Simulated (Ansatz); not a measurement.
Al2O3 (model structure, started from the Al2S3 type, Amm2, No. 38, 10 atoms in the cell)

These are LDA in Ansatz (PAW) values and carry that method's errors.

Numerical settings: plane-wave cutoff 520 eV, 8×8×8 k mesh, Fermi–Dirac smearing 0.01 eV, scalar-relativistic PAW data made under PBE.

Cell (relaxed with PBEsol):

Space group Amm2 (No. 38); a = 2.823 Å, b = 5.326 Å, c = 8.306 Å, α = β = γ = 90.00°

```csv
atom,site,symmetry,x,y,z
Al,2b,mm2,0.5000,0.5000,0.4117
Al,2a,mm2,0.0000,0.0000,0.2568
O,4d,m..,0.0000,0.2762,0.3710
O,2b,mm2,0.5000,0.5000,0.6310
```

```
Quantity             Value
--------  ----------------
band gap  3.91 eV (direct)
```

Note: the relaxation could raise the start's symmetry but not lower it, so the cell can be a saddle point; cell and atoms aren't relaxed at this level (largest force component 0.07 eV/Å, pressure -4.5 GPa).

Static lattice: no zero-point or thermal effects.

Computing time: about 120 core-seconds (a rough figure).

A model structure was made by putting elements into a prototype or built by hand; it is no filed structure, need not be a known phase, and can be a saddle point held by its symmetry.

Ansatz is a quantum-chemistry and plane-wave program.
